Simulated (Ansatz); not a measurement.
The starting structures come from a database of crystals and need not be the phases stable at ambient conditions.

Tunnelling through a barrier is set by its complex band structure: the current falls as exp(−2κd) with the smallest κ.

Input:

```xyz
9
Lattice="7.9247 0.0000 0.0000 2.6871 7.4552 0.0000 2.5505 -3.7756 6.4839" Properties=species:S:1:pos:R:3 pbc="T T T"
Cs     3.9623     2.7837     1.6210
Cs     9.1999     0.8959     4.8629
Pd     0.0000     0.0000     0.0000
I      2.1546    -0.7766     1.3337
I     11.0076     4.4562     5.1502
I      7.9247     2.2903     1.3337
I      5.2376     1.3893     5.1502
I      6.0717    -1.3018     2.2356
I      4.4035    -2.4738     4.2483
```

Space group of this cell: I4/mmm. The cell is taken as given.

Transport runs along the normal of the first two printed cell vectors, the (101) plane of the conventional cell.

The gap is the functional's own. No spin-orbit coupling. Mid-gap values are interpolated on the energy grid.

Task: Estimate the band gap and the smallest decay constant κ at mid-gap that r2SCAN in Ansatz (a first-principles code) returns for this system.

Result: Gap 0.70 eV on a 6×6×6 mesh; κ = 0.108 1/Å, at (0.500, 0.500) of the in-plane reciprocal vectors. At the zone centre, at the nearest computed energy, the slowest state has κ = 0.21 1/Å.
